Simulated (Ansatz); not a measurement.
By PBEsol, the system below comes out a metal.

The ballistic (Sharvin) conductance counts the channels at the Fermi level: G/A = (e²/h) × channels of both spins per area.

Data:

```xyz
2
Lattice="3.1877 0.0000 0.0000 0.0000 4.5081 0.0000 1.5939 2.2540 1.5939" Properties=species:S:1:pos:R:3 pbc="T T T"
Nb     0.0000     0.0000     0.0000
C      0.0000     2.2540     0.0000
```

The cell is taken as given; by PBEsol it stands under a pressure of -11.5 GPa.

The current flows along the normal of the first two printed cell vectors, the (110) plane of the conventional cell. No spin-orbit coupling; the value is a mean over 0.1 eV about the Fermi level.

**Question.** Compute, with PBEsol run with Ansatz (a quantum-chemistry and plane-wave program), the ballistic conductance per area.

**Answer.** 1.0 × 10¹⁵ S/m² for both spins.
